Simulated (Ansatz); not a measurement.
The parent structure is GaCuSe2 in the chalcopyrite structure (space group I-42d, No. 122; a = 5.5700 Å, c = 11.0748 Å). Axes: x, y, z lie along a, b, c of the conventional cell.

Level of theory: DFT with PBEsol, PAW potentials and a 420 eV plane-wave cutoff in Ansatz (a first-principles code), without spin-orbit coupling.

Base values:

The band gap is 0.12 eV. The valence-band top at Γ is 0.00, -0.09, -0.09 eV.

Perturbation: the cell is compressed by 1.50 % along x with no lateral relaxation; the atoms relax in the strained cell.

**Question.** What happens to the band gap, valence-band top at Γ, stress and energy relative to the base?

**Answer.** The band gap increases by 0.07 eV, from 0.12 eV to 0.19 eV; the valence-band top at Γ (three highest levels, from the VBM) changes from 0.00, -0.09, -0.09 eV to 0.00, -0.05, -0.10 eV; the stress (xx, yy, zz, yz, xz, xy; compression positive) is (1.48, 0.91, 0.92, 0.00, 0.00, 0.00) GPa; the energy goes up by 1.5 meV/atom.

Whether these cells are dynamically stable was not tested. All final runs are without spin polarisation. A zero or small gap of GaCuSe2 can be the functional's error rather than a property of the material.
